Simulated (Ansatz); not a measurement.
LaBr3 (model structure, started from the ReO3 type, Pm-3m, No. 221, 4 atoms in the cell), treated with HSE06 in Ansatz (plane waves, PAW).

Numerical settings: plane-wave cutoff 460 eV, 4×4×4 k mesh, Fermi–Dirac smearing 0.01 eV, scalar-relativistic PAW data made under PBE.

Cell (relaxed with PBEsol):

```cif
data_Br3La
_chemical_formula_sum 'La1 Br3'
_space_group_name_H-M_alt 'Pm-3m'
_space_group_IT_number 221
_space_group_name_Hall '-P 4 2 3'
_cell_length_a 5.80365
_cell_length_b 5.80365
_cell_length_c 5.80365
_cell_angle_alpha 90.000
_cell_angle_beta 90.000
_cell_angle_gamma 90.000
loop_
_atom_site_label
_atom_site_type_symbol
_atom_site_symmetry_multiplicity
_atom_site_Wyckoff_symbol
_atom_site_fract_x
_atom_site_fract_y
_atom_site_fract_z
_atom_site_occupancy
La1 La 1 a 0.00000 0.00000 0.00000 1
Br1 Br 3 d 0.00000 0.00000 0.50000 1
```

**Question.** Predict the band gap and smallest direct gap on the k points sampled.

**Answer.** 
- band gap: 4.63 eV (on the SCF k mesh)
- smallest direct gap on the k points sampled: 5.18 eV

Note: the relaxation could raise the start's symmetry but not lower it, so the cell can be a saddle point; cell and atoms aren't relaxed at this level (pressure 0.9 GPa).

Spin–orbit coupling is not included.

It cost around 4 core-minutes (rough) of CPU time.

A model structure was made by putting elements into a prototype or built by hand; it is no filed structure, need not be a known phase, and can be a saddle point held by its symmetry.

Ansatz is a first-principles code.
